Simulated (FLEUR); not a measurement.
**FLEUR run on TiPt3 (P6_3/mmc, 8 atoms in the cell): self-consistent single point**

Method of the run: LDA (Perdew-Zunger), all-electron FLAPW (FLEUR), scalar-relativistic valence run with FLEUR.

Input:

Input of the input generator:

```
TiPt3 crystal
&input film=f /
1.0000000000 0.0000000377 0.0000000000
-0.5000000327 0.8660253849 0.0000000000
0.0000000000 0.0000000000 0.8057137324
10.7138913753
1.0 1.0 1.0

8
22 0.3333333333 0.6666666667 0.7500000000
22 0.6666666667 0.3333333333 0.2500000000
78 0.1672050000 0.3344100000 0.2500000000
78 0.8327950000 0.6655900000 0.7500000000
78 0.8327950000 0.1672050000 0.7500000000
78 0.1672050000 0.8327950000 0.2500000000
78 0.6655900000 0.8327950000 0.2500000000
78 0.3344100000 0.1672050000 0.7500000000

&comp jspins=1 /
&exco xctyp='pz' /
&kpt div1=5 div2=5 div3=5 /
&end /
```

```xml
<?xml version="1.0" encoding="UTF-8" standalone="no"?>
<fleurInput fleurInputVersion="0.39">
   <comment>
      TiPt3 crystal                                                                                       
   </comment>
   <calculationSetup>
      <cutoffs Kmax="4.1" Gmax="14.3" GmaxXC="14.3" numbands="0"/>
      <scfLoop itmax="60" minDistance="0.00001" maxIterBroyd="15" imix="Anderson" alpha="0.05" precondParam="0.0" spinf="2.0"/>
      <coreElectrons ctail="T" frcor="F" kcrel="0" coretail_lmax="0"/>
      <xcFunctional name="pz" relativisticCorrections="F"/>
      <magnetism jspins="1"/>
      <soc l_soc="F" theta="0.0" phi="0.0" spav="F"/>
      <expertModes spex="0" secvar="F"/>
      <geometryOptimization l_f="T" forcealpha="1.0" forcemix="BFGS" epsdisp="0.00001" epsforce="0.00001"/>
      <ldaU l_linMix="F" mixParam="0.05" spinf="1.0"/>
   </calculationSetup>
   <cell>
      <bzIntegration valenceElectrons="120.0" mode="gauss" fermiSmearingEnergy="0.00367493">
         <kPointListSelection listName="default-1"/>
         <!-- k-points included here -->
         <xi:include xmlns:xi="http://www.w3.org/2001/XInclude" href="kpts.xml"> </xi:include>
      </bzIntegration>
      <!-- symmetry operations included here -->
      <xi:include xmlns:xi="http://www.w3.org/2001/XInclude" href="sym.xml"> </xi:include>
      <bulkLattice scale="1.0">
         <bravaisMatrix>
            <row-1>   10.7138913752999994     0.0000004039137048     0.0000000000000000</row-1>
            <row-2>   -5.3569460379942484     9.2785019020709729     0.0000000000000000</row-2>
            <row-3>    0.0000000000000000     0.0000000000000000     8.6323294085211320</row-3>
         </bravaisMatrix>
      </bulkLattice>
   </cell>
   <atomSpecies>
      <species name="Titanium (Ti)" element="Ti" atomicNumber="22">
         <mtSphere radius="2.48" gridPoints="857" logIncrement="0.014"/>
         <atomicCutoffs lmax="10" lnonsphr="8"/>
         <electronConfig flipSpins="F">
            <coreConfig>(1s1/2) (2s1/2) (2p1/2) (2p3/2)</coreConfig>
            <valenceConfig>(3s1/2) (3p1/2) (3p3/2) (4s1/2) (3d3/2) (3d5/2)</valenceConfig>
            <stateOccupation state="(3d3/2)" spinUp="0.4" spinDown="0.4"/>
            <stateOccupation state="(3d5/2)" spinUp="0.6" spinDown="0.6"/>
         </electronConfig>
         <energyParameters s="4" p="4" d="3" f="4"/>
         <lo type="SCLO" l="0" n="3" eDeriv="0"/>
         <lo type="SCLO" l="1" n="3" eDeriv="0"/>
      </species>
      <species name="Platinum (Pt)" element="Pt" atomicNumber="78">
         <mtSphere radius="2.48" gridPoints="857" logIncrement="0.016"/>
         <atomicCutoffs lmax="10" lnonsphr="8"/>
         <electronConfig flipSpins="F">
            <coreConfig>(1s1/2) (2s1/2) (2p1/2) (2p3/2) (3s1/2) (3p1/2) (3p3/2) (4s1/2) (3d3/2) (3d5/2) (4p1/2) (4p3/2) (5s1/2) (4d3/2) (4d5/2) (4f5/2) (4f7/2)</coreConfig>
            <valenceConfig>(5p1/2) (5p3/2) (6s1/2) (5d3/2) (5d5/2)</valenceConfig>
            <stateOccupation state="(6s1/2)" spinUp="0.5" spinDown="0.5"/>
            <stateOccupation state="(5d3/2)" spinUp="1.8" spinDown="1.8"/>
            <stateOccupation state="(5d5/2)" spinUp="2.7" spinDown="2.7"/>
         </electronConfig>
         <energyParameters s="6" p="6" d="5" f="5"/>
         <lo type="SCLO" l="1" n="5" eDeriv="0"/>
      </species>
   </atomSpecies>
   <atomGroups>
      <atomGroup species="Titanium (Ti)">
         <relPos label="                   1">1.000/3.000 -1.000/3.000 -1.000/4.000</relPos>
         <relPos label="                   2">-1.000/3.000 1.000/3.000 1.000/4.000</relPos>
         <force calculate="T" relaxXYZ="TTT"/>
      </atomGroup>
      <atomGroup species="Platinum (Pt)">
         <relPos label="                   3">.1672050000 .3344100000 1.000/4.000</relPos>
         <relPos label="                   4">-.1672050000 -.3344100000 -1.000/4.000</relPos>
         <relPos label="                   5">-.1672050000 .1672050000 -1.000/4.000</relPos>
         <relPos label="                   6">.1672050000 -.1672050000 1.000/4.000</relPos>
         <relPos label="                   7">-.3344100000 -.1672050000 1.000/4.000</relPos>
         <relPos label="                   8">.3344100000 .1672050000 -1.000/4.000</relPos>
         <force calculate="T" relaxXYZ="TTT"/>
      </atomGroup>
   </atomGroups>
   <output dos="F" band="F" slice="F">
      <checks vchk="F" cdinf="F"/>
      <bandDOS minEnergy="-.5*Htr" maxEnergy="0.5*Htr" sigma="0.015" storeEVData="T"/>
      <vacuumDOS vacdos="F" integ="F" star="F" nstars="0" locx1="0.0" locy1="0.0" locx2="0.0" locy2="0.0" nstm="0" tworkf="0.0"/>
      <unfoldingBand unfoldBand="F" supercellX="1" supercellY="1" supercellZ="1"/>
      <plotting iplot="0" polar="F">
         <plot TwoD="T" vec1="  1.0  0.0  0.0" vec2="  0.0  1.0  0.0" vec3="  0.0  0.0  1.0" zero="  0.0  0.0  0.0" file="plot"/>
      </plotting>
      <chargeDensitySlicing numkpt="0" minEigenval="0.0" maxEigenval="0.0" nnne="0" pallst="F"/>
      <specialOutput eonly="F"/>
      <magneticCircularDichroism mcd="F" energyLo="-10.0" energyUp="0.0"/>
   </output>
  <!-- We include the file relax.xml here to enable relaxations (see documentation) -->
  <xi:include xmlns:xi="http://www.w3.org/2001/XInclude" href="relax.xml"> <xi:fallback/> </xi:include>
</fleurInput>
```

The program printed (abridged):

```
      Welcome to FLEUR        (www.flapw.de)
      MaX-Release 8.1          (www.max-centre.eu)

 ========== k-point set info ==========
 Selected k-point list: default-1
 k-point list type: mesh
 5 x 5 x 5
 Number of k points: 15

 ------------Calculation Setup---------------------------
           1           3           5          15
 Number of basis functions:         1063
 Iteration:     1   Distance:      23.42997479 me/bohr^3
 Iteration:     2   Distance:      17.47176919 me/bohr^3
 Iteration:     3   Distance:      13.27379645 me/bohr^3
 Iteration:     4   Distance:       7.29063969 me/bohr^3
 Iteration:     5   Distance:       6.35276214 me/bohr^3
 Iteration:     6   Distance:       2.52602648 me/bohr^3
   [... 12 lines left out ...]
 Iteration:    19   Distance:       0.00008866 me/bohr^3
 Iteration:    20   Distance:       0.00002641 me/bohr^3
 Iteration:    21   Distance:       0.00002728 me/bohr^3
 Iteration:    22   Distance:       0.00001703 me/bohr^3
 Iteration:    23   Distance:       0.00000081 me/bohr^3
 Reset of history
 Run finished successfully
 Stop message:
   Structural relaxation: new displacements generated

[file out, last iteration]
             iter=     24
          p o t e n t i a l   g e n e r a t o r
[...]
          integral of pseudo charge density inside the slab=        0.000000   0.000000
     coulomb potential in the interstitial region:
          density-coulomb potential integrals
          total density-coulomb potenti  -194301.0860997175
          density-effective potential integrals for spin  1
          total density-effective poten   -1.9717128898E+05
          charge density-energy density integrals
          total charge density-energy d   -2.1622692747E+03
 Updated energy parameters for spin:           1
  Atom    1 4s branch from -1.62 to  2.10 htr. ; e_l =  0.3550
  Atom    1 4p branch from -0.73 to  2.57 htr. ; e_l =  0.4687
  Atom    1 3d branch from -9.99 to  0.66 htr. ; e_l =  0.4527
  Atom    1 4f branch from -9.99 to  3.04 htr. ; e_l =  0.7552
  Atom    1 3s branch from-19.04 to -1.62 htr. ; e_l(l -1.6396
  Atom    1 3p branch from-15.68 to -0.73 htr. ; e_l(l -0.7769
  Atom    2 6s branch from -3.16 to  1.66 htr. ; e_l =  0.2730
  Atom    2 6p branch from -1.45 to  2.61 htr. ; e_l =  0.4396
  Atom    2 5d branch from-10.67 to  0.61 htr. ; e_l =  0.3521
  Atom    2 5f branch from -2.01 to  2.65 htr. ; e_l =  0.7296
  Atom    2 5p branch from-18.45 to -1.45 htr. ; e_l(l -1.5161
[...]
 fermi energy and band-weighting factors:
at   0.60000  -0.20000   0.40000   k-weight:    0.096000
   91 eigenvalues :
   -1.639657   -1.639651   -1.479326   -1.478939   -1.478428   -1.477833   -1.477747   -1.477340
   -1.475429   -1.475200   -1.474746   -1.474652   -1.473340   -1.473205   -1.472469   -1.472143
   -1.471641   -1.471304   -1.471119   -1.471024   -0.778027   -0.777953   -0.777952   -0.777823
   [... 9 lines left out ...]
   [... 2 blocks of this kind left out ...]

[...]
FERMIE:
          first approx. to ef    (T=0)  :   0.464715 htr   (energy of the highest occ. eigenvalue)
          number of occ. states  (T=0)  :        900
          first approx. to seigv (T=0)  : -46.285583 htr
   [... lines left out ...]
          total moment                 =     0.00000
 Direct bandgap for spin            1 :    2.3084429721512700E-003  Htr
   [... lines left out ...]
          0.00119984  electrons lost from core.
          total charge for spin  1=  512.000000
          interst. charge =      12.486291
          mt charge=             20.445474   76.437127
          total charge  =  512.000000
          zc=   512.000000     qfix=    1.000000
     t o t a l  e n e r g y
          sum of eigenvalues =            -68895.5575270742
          density-coulomb potential int  -194301.0860997175
          density-effective potential i  -197171.2889783190
          charge density-ex.-corr.energ    -2162.2692747049
          el.-nucl. inter. diff. m.t.       2018.8797074615
          Madelung term for atom type:       -23.1696244584
          el.-nucl. inter. diff. m.t.     138990.2878706233
          Madelung term for atom type:      -253.5811230491
 ---->    total energy=                  -112322.9991989111 htr
 ---->    (input%tkb*entropy) TS=              0.0000000000 htr
 ---->    free energy=                   -112322.9991989111 htr
      extrapolation for T->0
 ---->    total electron energy=         -112322.9991989111 htr
 ***** TOTAL FORCES ON ATOMS *****
 TOTAL FORCE FOR ATOM TYPE=  1  X=  5.357   Y= -3.093   Z= -2.158
                       FX_TOT= 0.000000 FY_TOT= 0.000000 FZ_TOT= 0.000000
 TOTAL FORCE FOR ATOM TYPE=  2  X=  0.000   Y=  3.103   Z=  2.158
                       FX_TOT= 0.000000 FY_TOT=-0.000956 FZ_TOT= 0.000000
```

The run converged in 23 iterations. FLEUR gives forces in its relaxation mode, with a further iteration, so its stop message speaks of a relaxation.

The starting cell comes from a database of computed structures (which also holds hypothetical and non-ambient phases and stackings), without a prior relaxation at this level. Its lattice was rescaled by a random factor within 2.5 % of one. Spin-orbit coupling is off. Spin polarisation is off. Values depend on the basis (sphere radii, cutoffs, local orbitals), which need not be converged. The log's line on a gap gives a spacing of levels on this mesh, which the program prints for metals too.

Cost on one core of a shared machine: roughly 4 min.
